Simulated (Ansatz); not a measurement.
The parent structure is Na in the bcc (W type) structure (space group Im-3m, No. 229; a = 4.171 Å).

Level of theory: PBEsol (Ansatz, a quantum-chemistry and plane-wave program; PAW; 420 eV plane waves; no SOC).

For the base:

- Lattice parameter a: 4.171 Å
- Band gap: zero

Now apply this change: Mg takes the place of Na on all its sites, then cell and atoms are relaxed.

Tabulated Pauling electronegativity and covalent radius: Na 0.93, 1.66 Å; Mg 1.31, 1.41 Å.

### Question
How does this affect the lattice parameter a and band gap?

### Answer
The lattice parameter a shrinks by 0.6144 Å (4.171 Å → 3.556 Å); the band gap stays zero.

Whether these cells are dynamically stable was not tested. For Mg in this form, whether it has been made was not checked. This is not the structure that Mg has at room temperature and ambient pressure.
